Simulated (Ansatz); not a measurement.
The cell is built on a prototype and need not be the phase stable at ambient conditions.

Inside the gap of an insulator the Bloch states are evanescent, with a wavenumber k + iκ along the transport direction.

Here is the system:

```yaml
crystal:
  lattice:
    - [6.15081, 0.00000, 0.00000]
    - [0.00000, 6.15081, 0.00000]
    - [3.07540, -3.07540, 4.34928]
  atoms:
    - { symbol: Zn, position: [0.87500, 0.37500, 0.25000] }
    - { symbol: Zn, position: [0.37500, 0.87500, 0.75000] }
    - { symbol: Zn, position: [0.87500, 0.87500, 0.75000] }
    - { symbol: Zn, position: [0.87500, 0.87500, 0.25000] }
    - { symbol: Sn, position: [0.25000, 0.25000, 0.50000] }
    - { symbol: Sn, position: [0.50000, 0.50000, 0.00000] }
    - { symbol: O, position: [0.63213, 0.10360, 0.73574] }
    - { symbol: O, position: [0.10360, 0.63213, 0.26426] }
    - { symbol: O, position: [0.63213, 0.63213, 0.26426] }
    - { symbol: O, position: [0.63213, 0.63213, 0.73574] }
    - { symbol: O, position: [0.11787, 0.64640, 0.76426] }
    - { symbol: O, position: [0.64640, 0.11787, 0.23574] }
    - { symbol: O, position: [0.11787, 0.11787, 0.23574] }
    - { symbol: O, position: [0.11787, 0.11787, 0.76426] }
```

Space group of this cell: Fd-3m, spinel. The cell was relaxed by PBE-D3(BJ); by PBEsol its mean pressure is -3.3 GPa.

Transport runs along the normal of the first two printed cell vectors.

No gap correction and no spin-orbit coupling; mid-gap values are interpolated between computed energies.

### Question
Give the band gap and the smallest decay constant κ at mid-gap that PBEsol (Ansatz, a quantum-chemistry and plane-wave program) yields.

### Answer
Gap 0.40 eV on a 8×8×8 mesh; κ = 0.091 1/Å, at the zone centre.
